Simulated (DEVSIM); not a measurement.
System: illuminated Ge p-on-n cell, one wavelength, at 300 K.

Layer 1 from the left is Ge, thickness (μm) 0.140, Na (cm⁻³) 2e18, τn (s) 1.5e-6, τp (s) 5.7e-6, absorption coefficient (cm⁻¹) 54000. Layer 2 from the left is Ge, thickness (μm) 23.0, Nd (cm⁻³) 1e15, τn (s) 7.2e-5, τp (s) 7.2e-5, absorption coefficient (cm⁻¹) 54000.

Left contact: ohmic, minority electron recombination velocity 3000 cm/s. Right contact: ohmic, minority hole recombination velocity 100 cm/s. Voltage is applied to the left contact. Recombination: SRH at mid-gap, radiative, Auger. Light enters at the left, 1.5e18 photons cm⁻² s⁻¹, one pass, no reflection. Mobility is μmin + (μ − μmin)/(1 + (N/Nref)^α).

The device is made up for the run: typed textbook-type constants, with dimensions and the other settings drawn at random. Values at 300 K.

Ge: gap (eV) 0.664, affinity (eV) 4, permittivity 16, Nc (cm⁻³) 1.04e19, Nv (cm⁻³) 6e18, μn (cm²/Vs) 3900, μp (cm²/Vs) 1900, μn,min 150, μp,min 100, Nref,n 2.6e17, Nref,p 4e17, αn 0.56, αp 0.6, B (cm³/s) 6.4e-14, Cn (cm⁶/s) 1e-31, Cp (cm⁶/s) 1e-31.

Simulated with DEVSIM: 1D drift-diffusion, Boltzmann statistics, complete ionisation; no tunnelling, impact ionisation, image-force lowering or self-heating.

Dark forward current:

| |V| (V) | |J| (A/cm²) |
|---|---|
| 0.05 | 5.523e-5 |
| 0.10 | 0.0004301 |
| 0.15 | 0.002903 |
| 0.20 | 0.01839 |
| 0.25 | 0.1175 |
| 0.30 | 0.7706 |
| 0.35 | 5.009 |
| 0.40 | 30.77 |
| 0.45 | 168.4 |
| 0.50 | 783.8 |
| 0.55 | 3104 |

Q: Work out the local ideality factor n = ΔV / (kT/q · ln(J2/J1)) between the rows 0.15 and 0.20 V, 0.25 and 0.30 V, 0.50 and 0.55 V.

A: kT/q = 25.85 mV. From 0.15 to 0.20 V: ln(0.01839/0.002903) = 1.846, n = 1.05, near the 1 of diffusion or emission over a barrier. From 0.25 to 0.30 V: ln(0.7706/0.1175) = 1.881, n = 1.03, near the 1 of diffusion or emission over a barrier. From 0.50 to 0.55 V: ln(3104/783.8) = 1.376, n = 1.41.

Q: What current could the absorbed light give at most, and what share is collected?

A: Σ αd = 125, so qΦ(1 − exp(−Σ αd)) = 240 mA/cm². The simulated short-circuit current is 239.6 mA/cm², a share of 1.00.

Q: Estimate the open-circuit voltage by superposition: the voltage at which the dark current equals that short-circuit current.

A: Interpolating ln J in the table gives 0.269 V. The simulation gives 0.269 V, the same within the digits that matter. Superposition holds where collection doesn't change with voltage.

Q: Estimate the fill factor from FF0 = (v − ln(v + 0.72))/(v + 1), v = qVoc/(nkT), with n from the dark curve.

A: The rows about Voc, 0.25 and 0.30 V, give n = 1.03, so v = 10.1 and FF0 = 0.696. The simulation gives 0.698, the same within the digits that matter.
